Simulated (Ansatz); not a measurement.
Base system: BN in the zinc blende structure (space group F-43m, No. 216; a = 3.625 Å).

All numbers come from PBE in Ansatz (plane waves to 420 eV, PAW, scalar-relativistic without spin-orbit coupling).

Before the change:

```
Item                                               Result
-----------------------------  --------------------------
Pressure                                        -0.01 GPa
Width of the top valence band                     6.45 eV
Smallest direct gap                               8.79 eV
Hole mass                      0.50, 0.53, 0.53 mₑ (at Γ)
```

Modification: every lattice vector is stretched by 1.06 %; the atoms relax in the strained cell.

**Question.** Estimate the effect on the pressure, width of the top valence band, energy relative to the base, smallest direct gap and hole mass.

**Answer.** The pressure decreases by 11.08 GPa, from -0.01 GPa to -11.09 GPa; the width of the top valence band shrinks by 0.22 eV to 6.23 eV; the energy goes up by 6.8 meV/atom; the smallest direct gap decreases by 0.15 eV, from 8.79 eV to 8.64 eV; the hole mass (degenerate bands, along [100]) changes from 0.50, 0.53, 0.53 mₑ (at Γ) to 0.49, 0.54, 0.54 mₑ (at Γ).

Effective masses come from finite differences of ±0.01 Å⁻¹. No phonon test of stability was made.

Ansatz is a first-principles code.
